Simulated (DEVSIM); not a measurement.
System: Schottky contact on n-type GaP, at 400 K.

```tsv
layer (left to right)	material	thickness (μm)	Nd (cm⁻³)	τn (s)	τp (s)
1	GaP	0.950	3.3e17	2e-6	2e-6
```

Left contact: Schottky, work function 5.53 eV, emission velocity 1.2e7 cm/s. Right contact: ohmic. Voltage is applied to the left contact. Recombination: SRH at mid-gap, radiative, Auger. Mobility is μmin + (μ − μmin)/(1 + (N/Nref)^α).

The device is made up for the run: typed textbook-type constants, with dimensions and the other settings drawn at random. Values at 300 K; Nc and Nv go as T^1.5, mobilities as T to minus their exponent, the gap by Varshni's rule with the affinity fixed.

```csv
parameter,GaP
gap (eV),2.26
affinity (eV),3.8
permittivity,11.1
Nc (cm⁻³),1.8e19
Nv (cm⁻³),1.9e19
μn (cm²/Vs),250
μp (cm²/Vs),150
"μn,min",10
"μp,min",10
"Nref,n",4.4e18
"Nref,p",1e18
αn,0.8
αp,0.85
T exponent of μn,1.6
T exponent of μp,1.98
B (cm³/s),1e-13
Cn (cm⁶/s),1e-30
Cp (cm⁶/s),1e-30
Varshni α (eV/K),0.00058
Varshni β (K),372
```

Model (solved in DEVSIM): 1D drift-diffusion, Boltzmann statistics, complete ionisation; no tunnelling, impact ionisation, image-force lowering or self-heating. Metal contacts follow the ideal Schottky-Mott rule: no Fermi-level pinning, no interface dipoles.

### Question
Tabulate band edges, carrier densities and field at 1.15 V on the left contact.

### Answer
Energies count from the Fermi level of the right contact; mesh points crowd at the junctions.

```csv
x (μm),Ec (eV),Ev (eV),n (cm⁻³),p (cm⁻³),field (V/cm)
0.000,0.580,-1.637,9.5e11,2.1e13,-200000
0.007886,0.435,-1.783,9.2e13,3.1e11,-160000
0.01823,0.295,-1.923,5.4e15,5.3e9,-110000
0.02962,0.205,-2.013,7.3e16,3.9e8,-52000
0.05252,0.156,-2.061,3.0e17,9.6e7,-4700
0.07676,0.153,-2.065,3.3e17,8.4e7,-240
0.1085,0.153,-2.065,3.3e17,8.0e7,≈ 0
0.1643,0.153,-2.065,3.3e17,7.5e7,≈ 0
0.2234,0.153,-2.065,3.3e17,6.9e7,≈ 0
0.3008,0.153,-2.065,3.3e17,6.2e7,≈ 0
0.3861,0.153,-2.065,3.3e17,5.4e7,≈ 0
0.5299,0.153,-2.065,3.3e17,4.0e7,≈ 0
0.6356,0.153,-2.065,3.3e17,3.0e7,≈ 0
0.7163,0.153,-2.065,3.3e17,2.2e7,≈ 0
0.7925,0.153,-2.065,3.3e17,1.5e7,≈ 0
0.8359,0.153,-2.065,3.3e17,1.1e7,≈ 0
0.8690,0.153,-2.065,3.3e17,7700000,≈ 0
0.8910,0.153,-2.065,3.3e17,5600000,≈ 0
0.9158,0.153,-2.065,3.3e17,3300000,≈ 0
0.9300,0.153,-2.065,3.3e17,1900000,≈ 0
0.9407,0.153,-2.065,3.3e17,890000,≈ 0
0.9500,0.153,-2.065,3.3e17,< 1e2,≈ 0
```
